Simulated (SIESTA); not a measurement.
Band structure of Re₃Tc (P6_3/mmc, 8 atoms in the cell).

```
CELL_PARAMETERS angstrom
      5.47758     0.00000     0.00000
     -2.73879     4.74372     0.00000
      0.00000     0.00000     4.42934
ATOMIC_POSITIONS crystal
  Tc 0.33333 0.66667 0.75000
  Tc 0.66667 0.33333 0.25000
  Re 0.16651 0.33303 0.25000
  Re 0.83349 0.66697 0.75000
  Re 0.83349 0.16651 0.75000
  Re 0.16651 0.83349 0.25000
  Re 0.66697 0.83349 0.25000
  Re 0.33303 0.16651 0.75000
```

Level of theory: SIESTA 5.4.2 with GGA PBEsol, numerical atomic orbitals DZP, PseudoDojo PBEsol standard norm-conserving potentials (rewritten from UPF to PSML).

Settings: XC.functional = GGA; XC.authors = PBEsol; potentials = PseudoDojo PBEsol standard; PAO.BasisSize = DZP; PAO.EnergyShift = 0.005 Ry; MeshCutoff = 350 Ry; kgrid.MonkhorstPack = 4 4 5; OccupationFunction = MP; OccupationMPOrder = 0; ElectronicTemperature = 2320.9 K; MaxSCFIterations = 150; SCF.Mixer.Method = Pulay; SCF.Mixer.Weight = 0.25; SCF.Mixer.History = 8.

The starting cell comes from a database of computed structures (which also holds hypothetical and non-ambient phases and stackings), without a prior relaxation at this level. Its lattice was rescaled by a random factor within 2.5 % of one. Spin-orbit coupling is off. Spin polarisation is off. Values carry the incompleteness of an atom-centred basis.

Levels in eV from the Fermi level, bands 57 to 62:
| point | 57 | 58 | 59 | 60 | 61 | 62 |
|---|---|---|---|---|---|---|
| Γ | -0.81 | -0.68 | -0.56 | -0.56 | 0.12 | 0.12 |
| M | -0.76 | -0.75 | -0.61 | -0.60 | 0.47 | 0.49 |
| K | -0.48 | -0.33 | -0.33 | -0.04 | 0.25 | 0.25 |
| A | 0.47 | 0.47 | 1.10 | 1.10 | 1.24 | 1.24 |
| L | -0.34 | -0.34 | -0.26 | -0.26 | -0.20 | -0.20 |
| H | -0.14 | -0.14 | -0.12 | -0.12 | -0.08 | -0.08 |

Bands cross the Fermi level along this path, so the cell is metallic at this level.

Higher empty bands are left out: an atom-centred basis made for the valence describes them poorly.
